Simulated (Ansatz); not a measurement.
What biaxial strain +0.45 %, plane normal [001], relaxed out of plane does to ZnS

Take ZnS in the wurtzite structure (space group P6_3mc, No. 186; a = 3.806 Å, c = 6.245 Å) as the base. Axes: x lies along a and z along c of the hexagonal cell.

Now apply this change: biaxial strain +0.45 %, plane normal [001], relaxed out of plane (Cartesian); in-plane vectors clamped, the third vector and the atoms free.

The values are results of plane-wave PAW DFT at the r2SCAN level (Ansatz, a quantum-chemistry and plane-wave program, 500 eV), without spin-orbit coupling, not measurements. k-mesh 10×10×6 (Γ-centred); smearing 0.05 eV (Fermi–Dirac).

- Space group: P6_3mc (No. 186) (base P6_3mc (No. 186))
- Shortest interatomic distance: 233.9 pm (base 233.3 pm)
- Pressure (mean of the normal stresses, compression positive): -4.8 kbar (base 0.0 kbar)
- Band gap: 2.77 eV (base 2.78 eV)
- Gap character: direct at Γ (base direct at Γ)
- Width of the top valence band: 2.15 eV (base 2.19 eV)
- Electron mass: 0.18 mₑ out of plane, 0.20 mₑ in plane (at Γ) (base 0.18 mₑ along c, 0.21 mₑ across (at Γ))
- Valence-band top at Γ (three highest levels, from the VBM): 0.00, 0.00, -0.05 eV (base 0.00, 0.00, -0.08 eV)
- Out-of-plane strain: -0.26 %
- Mean in-plane stress (compression positive): -0.7 GPa

Final structure (turned so that z lies along the plane normal):

```
CELL_PARAMETERS angstrom
      3.82323     0.00000     0.00000
      1.91161     3.31101     0.00000
      0.00000     0.00000     6.22873
ATOMIC_POSITIONS crystal
  Zn 0.66667 0.66667 0.00038
  Zn 0.33333 0.33333 0.50038
  S  0.66667 0.66667 0.62482
  S  0.33333 0.33333 0.12482
```

Cost of the whole job for the changed cell (relaxation, final SCF and bands): roughly 2.5 core-minutes.

Effective masses come from finite differences of ±0.01 Å⁻¹. Stability against distortions was not tested.
